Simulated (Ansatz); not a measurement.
# WC: uniaxial strain ε_xx = −3.00 %

The parent structure is WC (space group P-6m2, No. 187; a = 2.913 Å, c = 2.835 Å; relaxed with 0.1 eV smearing). Axes: x lies along a and z along c of the hexagonal cell.

Now apply this change: uniaxial strain ε_xx = −3.00 %, all other strain components held at zero; the atoms relax in the strained cell.

Calculations: r2SCAN/PAW in Ansatz (a first-principles code), scalar-relativistic without spin-orbit coupling. k-mesh 23×23×20 (Γ-centred); smearing 0.1 eV (Fermi–Dirac).

Volume per atom: 10.10 Å³ (base 10.42 Å³)
Space group: Amm2 (No. 38) (base P-6m2 (No. 187))
Energy relative to the base (free energy F): +23 meV/atom
Pressure (mean of the normal stresses, compression positive): 12.6 GPa (base 0.0 GPa)
Band gap: zero (base zero)
Stress (xx, yy, zz, yz, xz, xy; compression positive): (24.7, 7.5, 5.6, 0.0, 0.0, 0.0) GPa

Final structure:

```yaml
crystal:
  lattice:
    - [2.82530, 0.00000, 0.00000]
    - [-1.41265, 2.52245, 0.00000]
    - [0.00000, 0.00000, 2.83536]
  atoms:
    - { symbol: W, position: [0.00095, 0.00191, 0.00000] }
    - { symbol: C, position: [0.33238, 0.66476, 0.50000] }
```

Cost of the whole job for the changed cell (relaxation, final SCF and bands): roughly 4 core-minutes.

Whether these cells are dynamically stable was not tested. All final runs are without spin polarisation.
